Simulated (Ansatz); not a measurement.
Some atoms of an NVE trajectory of composition Si7Ge, cell Si56Ge8, brought to this temperature after a much hotter stage [in the run: it was liquid; mean temperature 2035 K (target 2060 K); density 2.80 g/cm³]; time step 2.0 fs, velocity Verlet. Method: PBE (plane waves, PAW; Ansatz, a program for electronic structure). On the run's last frame a denser k-mesh moved the forces by 0.092 eV/Å rms, the static pressure by 0.11 GPa and the free energy by 11 meV/atom, which is about how far such values are converged.

```json
[
 {"atom": "Si3", "mass (u)": "28.085", "x y z (Å)": "-7.05610 1.04677 13.60220", "v (Å/fs)": "0.002585 -0.007782 0.005796", "F (eV/Å)": "0.0086 -0.4318 0.0208"},
 {"atom": "Si9", "mass (u)": "28.085", "x y z (Å)": "-1.02987 6.19445 -1.43550", "v (Å/fs)": "0.010360 -0.008798 0.003476", "F (eV/Å)": "0.5035 -0.3730 -1.1974"},
 {"atom": "Si11", "mass (u)": "28.085", "x y z (Å)": "-11.41642 7.06474 0.65507", "v (Å/fs)": "-0.003575 -0.005412 -0.000986", "F (eV/Å)": "1.2302 0.3570 0.3661"},
 {"atom": "Si36", "mass (u)": "28.085", "x y z (Å)": "-5.11464 10.90448 15.49962", "v (Å/fs)": "0.001268 -0.010305 -0.017998", "F (eV/Å)": "-0.0407 -1.2517 0.0553"},
 {"atom": "Si48", "mass (u)": "28.085", "x y z (Å)": "2.85980 4.43876 3.09961", "v (Å/fs)": "0.002973 0.013535 -0.010379", "F (eV/Å)": "-0.9526 -0.0321 -0.4526"},
 {"atom": "Si53", "mass (u)": "28.085", "x y z (Å)": "10.54556 9.33610 3.65004", "v (Å/fs)": "-0.017430 0.008085 0.018237", "F (eV/Å)": "-0.0527 2.0472 -0.3877"}
]
```

Question: Give their positions one step later.

Answer: x' = x + vΔt + FΔt²/(2m), with 1 eV/(Å·u) = 0.0096485 Å/fs².
```
atom                x' y' z' (Å)
----  --------------------------
Si3    -7.05093 1.03091 13.61381
Si9    -1.00880 6.17659 -1.42937
Si11   -11.42273 7.05416 0.65335
Si36  -5.11213 10.88301 15.46366
Si48     2.86509 4.46581 3.07854
Si53    10.51067 9.35368 3.68625
```
